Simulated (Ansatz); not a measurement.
Start from PbI2 in the CdI2 type structure (space group P-3m1, No. 164; layered).

```cif
data_I2Pb
_chemical_formula_sum 'Pb1 I2'
_space_group_name_H-M_alt 'P 1'
_space_group_IT_number 1
_cell_length_a 4.43966
_cell_length_b 4.43966
_cell_length_c 6.74199
_cell_angle_alpha 90.000
_cell_angle_beta 90.000
_cell_angle_gamma 120.000
loop_
_space_group_symop_operation_xyz
  'x, y, z'
loop_
_atom_site_label
_atom_site_type_symbol
_atom_site_fract_x
_atom_site_fract_y
_atom_site_fract_z
_atom_site_occupancy
Pb1 Pb 0.00000 0.00000 0.00000 1
I1 I 0.33333 0.66667 0.28024 1
I2 I 0.66667 0.33333 0.71976 1
```

Computed with Ansatz (a program for electronic structure) PBEsol-D3(BJ), no spin-orbit coupling, earlier PAW set.

For the base:

The volume per atom comes out as 38.36 Å³.

It is then changed as follows: full substitution Pb → P, then cell and atoms are relaxed.

Tabulated Pauling electronegativity and covalent radius: Pb 2.33, 1.46 Å; P 2.19, 1.07 Å.

**Question.** What happens to the volume per atom?

**Answer.** The volume per atom falls by 8.946 Å³ (38.36 Å³ → 29.42 Å³).

Stability against distortions was not tested. As relaxed here, PI2 is a hypothetical phase, not in the database extracts checked. The final runs are not spin-polarised. An odd electron count without spin: PI2.
